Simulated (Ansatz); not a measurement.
Results of r²SCAN in Ansatz (PAW) for ZnGeO3 (R-3, No. 148, 10 atoms in the cell; start mp-8285).

Run with plane-wave cutoff 560 eV, 8×8×8 k mesh, Fermi–Dirac smearing 0.01 eV, scalar-relativistic PAW data made under PBE.

Cell (relaxed with PBEsol):

```xyz
10
Lattice="2.4908 1.4381 4.6100 -2.4908 1.4381 4.6100 0.0000 -2.8761 4.6100" Properties=species:S:1:pos:R:3 pbc="T T T"
Zn     0.0000     0.0000     5.0896
Zn     0.0000     0.0000     8.7405
Ge     0.0000     0.0000     2.1592
Ge     0.0000     0.0000    11.6708
O      1.8374    -0.0687     5.8513
O     -1.8374     0.0687     7.9788
O     -0.9782    -1.5569     5.8513
O      0.9782     1.5569     7.9788
O     -0.8592     1.6256     5.8513
O      0.8592    -1.6256     7.9788
```

Task: What does this level give for the band gap and smallest direct gap on the k points sampled?

Result: 
band gap: 3.12 eV (indirect)
smallest direct gap on the k points sampled: 3.27 eV

Note: cell and atoms aren't relaxed at this level (largest force component 0.22 eV/Å, pressure -1.7 GPa).

Spin–orbit coupling is not included.

Computed values are for the static lattice.

A start named mp-… is a Materials Project structure, which need not be a measured phase.

Ansatz is a quantum-chemistry and plane-wave program.
